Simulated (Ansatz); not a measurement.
Defect: interstitial S in hcp Ru, neutral cell. Computed with PBE, PAW (plane waves to 420 eV; Ansatz, an electronic-structure program).

Settings: 36 host sites, the relaxed PBE lattice, a 2×2×2 k-point mesh shifted by half a step along c, smearing 0.10 eV, spin-restricted, no image-charge correction. No zero-point or tunnelling terms. Sites that were not tried may lie lower.

Barriers: single points on a 4×4×4 k-point mesh shifted by half a step along c at the bands' geometries (they differ from the bands' own by up to 0.13 eV, and are uncertain by about as much).

The step: one S atom jumps by itself. Atoms about the jump, Cartesian Å from the middle of the jump, before and after:

```tsv
atom	x0	y0	z0	x1	y1	z1
S1	0.00	0.00	1.07	0.00	0.00	-1.07
Ru2	-1.54	0.89	-0.10	-1.54	0.89	0.10
Ru3	0.00	-1.78	-0.10	0.00	-1.78	0.10
Ru4	1.54	0.89	-0.10	1.54	0.89	0.10
Ru5	0.00	1.58	-2.17	0.00	1.78	-2.25
Ru6	-1.37	-0.79	-2.17	-1.54	-0.89	-2.25
Ru7	0.00	1.78	2.25	0.00	1.58	2.17
Ru8	-1.54	-0.89	2.25	-1.37	-0.79	2.17
Ru9	1.54	-0.89	2.25	1.37	-0.79	2.17
Ru10	1.37	-0.79	-2.17	1.54	-0.89	-2.25
Ru11	0.00	3.18	-0.03	0.00	3.18	0.03
Ru12	-2.75	-1.59	-0.03	-2.75	-1.59	0.03
Ru13	2.76	-1.59	-0.03	2.76	-1.59	0.03
```

Q: Where do these atoms stand at the saddle point, and how high is it?

A: 
```
atom      x      y      z
----  -----  -----  -----
S1     0.00   0.00  -0.01
Ru2   -1.71   0.98  -0.01
Ru3    0.00  -1.98  -0.01
Ru4    1.70   0.98  -0.01
Ru5    0.00   1.58  -2.16
Ru6   -1.37  -0.79  -2.16
Ru7    0.00   1.58   2.15
Ru8   -1.37  -0.79   2.15
Ru9    1.37  -0.79   2.15
Ru10   1.37  -0.79  -2.16
Ru11   0.00   3.19  -0.01
Ru12  -2.77  -1.60  -0.01
Ru13   2.76  -1.60  -0.01
```
It lies 1.56 eV above the start and 1.56 eV above the end. The program found a first-order saddle point.
